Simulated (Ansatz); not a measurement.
Output of an Ansatz run (abridged):

```
WARN the atoms were moved onto the symmetric positions of the space group found under crystal.symmetry.tolerance 1.0e-5 (fractional …
WARN ansatz: RAYON_NUM_THREADS=1 ignored (pool sized by the plan → 1); use --threads N
Pseudopotentials: kind: paw
Pseudopotential: C, paw, valence charge 4
Crystal: 2 atoms, lattice volume = 107.084 Å³
Basis set: ecut = 420 eV, 2005 PW (Γ)
Bands: 8, of which v1, the nominal top of the filled ones, is band 4 counted from 1 (3 counted from 0)
Symmetry: 24 space group operations
Space group: P6/mmm (ITA 191), of the structure as read, at distance tolerance 4.7e-5 Å
k-points: 54 of 450
PAW frozen core: C, regenerated for the run's functional, and the local potential with it
Initial density: superposition of atomic densities (neutral atoms: chi_scale 0, normalization atom), corrected by the library's trained network
Initial wavefunctions: pseudopotential atomic-orbital guess
Eigensolver: davidson
Functional: x = slater, c = lda
SCF iter   1: F=—  HF=-485.887998 eV  |F-HF|=—  |Δ(HF+E_count)|=         —  Δρ=2.89e-3  dr2=3.56e-3  ethr=1.77e-3  ⟨swp⟩=5.7  Hψ=3312  notcnv=0
all-band conjugate gradients solve this SCF's bands
preconditioner: auto → LDOS
SCF iter   2: F=—  HF=-485.888653 eV  |F-HF|=—  |Δ(HF+E_count)|=   6.55e-4  Δρ=4.52e-4  dr2=2.62e-4  ethr=4.45e-5  ⟨swp⟩=2.2  Hψ=1297  notcnv=0
SCF iter   3: F=—  HF=-485.888541 eV  |F-HF|=—  |Δ(HF+E_count)|=   1.12e-4  Δρ=1.06e-4  dr2=1.06e-5  ethr=3.28e-6  ⟨swp⟩=2.0  Hψ=795  notcnv=0
SCF iter   4: F=—  HF=-485.888541 eV  |F-HF|=—  |Δ(HF+E_count)|=   1.60e-7  Δρ=9.72e-6  dr2=6.55e-8  ethr=1.32e-7  ⟨swp⟩=2.3  Hψ=647  notcnv=0
iter 5 did not close the SCF: its close was put off for the readings that it lacked (scf_convergence_deferred on its scf_iter line)
SCF iter   5: F=-485.888541 eV  HF=-485.888541 eV  |F-HF|=1.72e-9  |Δ(HF+E_count)|=   1.17e-7  Δρ=9.49e-7  dr2=1.31e-9  ethr=8.19e-10  ⟨swp⟩=2.2  Hψ=656  notcnv=0
SCF iter   6: F=-485.888541 eV  HF=-485.888541 eV  |F-HF|=4.55e-12  |Δ(HF+E_count)|=   2.25e-9  Δρ=7.11e-8  dr2=3.03e-12  ethr=1.63e-11  ⟨swp⟩=4.0  Hψ=2329  notcnv=0
SCF 1 converged in 6 iterations: F = -485.888541 eV  dr2 = 3.03e-12
SCF converged after 6 iterations
Free energy (F): -485.888541 eV
Harris-Foulkes:  -485.888541 eV  (|F-HF|=4.55e-12)
Internal energy: -485.886069 eV  (E = F + TS)
E sigma→0 (E₀):  -485.887305 eV
Entropy (-TS):   -0.002472 eV (-1.236 meV/atom)
Fermi energy:    -2.727259 eV
--- Per-component energies (eV) ---
  E_band       = -93.798887
  E_kinetic    = 180.476783
  E_local      = -3262.706380  (includes V_loc(G=0)·N_el)
  E_nonlocal   = 56.469397
  E_hartree    = 1532.317774
  E_xc         = -94.520567
  E_vxc        = -117.486057  (∫ρ·V_xc dr)
  E_paw        = -183.651313  (= ΣΔE_a)
  E_vpaw       = -15.188168  (= ΣTr[D̂ρ^β])
  E_aug_tail   = 0.000017  (compensation charges beyond the density's cutoff)
  E_ewald      = 1285.602555
  E_core_change = 0.125665  (= ΣΔE_core)
  E_smearing   = -0.002472  (= −TS)
  E_closure    = -0.000000  (closes the sum)
  Σ components = -485.888541   (vs F -485.888541, Δ=0.00e0)
--- Forces (eV/Å), atoms counted from 1 ---
  atom   1  C      0.00000000     0.00000000     0.00000000
  atom   2  C      0.00000000    -0.00000000     0.00000000
  max |Σ_I F_I| component: 2.22e-16 eV/Å
--- Stress (GPa, compression-positive) ---
       -2.941358       0.000000       0.000000
        0.000000      -2.941358       0.000000
        0.000000       0.000000      -0.000212
  P = ⅓ Tr σ = -1.9610 GPa (-19.610 kbar)
  The stress holds the Pulay correction. Without it, at fixed plane waves, as pw.x and ABINIT print it: P = -2.0788 GPa
--- Band table (eV; the first three rows and the last of 54) ---
  k-point 0: bands = ["-21.8888", "-10.2513", "-5.7653", "-5.7653", "0.7401", "1.6853", "2.0064", "2.8990"]
  k-point 1: bands = ["-21.8888", "-10.2512", "-5.7655", "-5.7655", "0.7414", "1.6301", "2.2046", "2.5413"]
  k-point 2: bands = ["-21.7856", "-10.1272", "-6.1778", "-5.9840", "0.8799", "1.8275", "2.1509", "3.0418"]
  k-point 53: bands = ["-15.0671", "-15.0671", "-13.1954", "-2.7272", "-2.7272", "7.6324", "10.0036", "10.0036"]
```

The structure:

```
CELL_PARAMETERS angstrom
      2.48037     0.00000     0.00000
     -1.24019     2.14806     0.00000
      0.00000     0.00000    20.09828
ATOMIC_POSITIONS crystal
  C  0.66667 0.33333 0.00000
  C  0.33333 0.66667 0.00000
```

Question: Reconstruct the input of this run.

Answer: Other spellings and defaults could give the same log, and not every line can be read from it. The input that was run (DFT, LDA (PW92), plane waves, default PAW files made with PBE):

Ansatz 0.2 input:
```yaml
# C
crystal:
  lattice:
    - [2.48037000, 0.00000000, 0.00000000]
    - [-1.24018500, 2.14806400, 0.00000000]
    - [0.00000000, 0.00000000, 20.09828100]
  atoms:
    - { symbol: C, position: [0.66666700, 0.33333300, 0.00000000] }
    - { symbol: C, position: [0.33333300, 0.66666700, 0.00000000] }
basis:
  ecutwfc: 420.0
kpoints:
  mp_grid: { grid: [15, 15, 2] }
hamiltonian:
  xc: lda
  pseudopotentials: { kind: paw }
scf:
  occupations: { method: fermi_dirac, width: 0.1 }
output:
  forces: true
  eigenvalues: true
  stress: true
```

The starting cell comes from a database of computed structures (which also holds hypothetical and non-ambient phases and stackings), without a prior relaxation at this level. Its lattice was rescaled by up to half a per cent. Ansatz's pressure includes its estimate of the finite-basis (Pulay) stress.

Ansatz is an electronic-structure program.
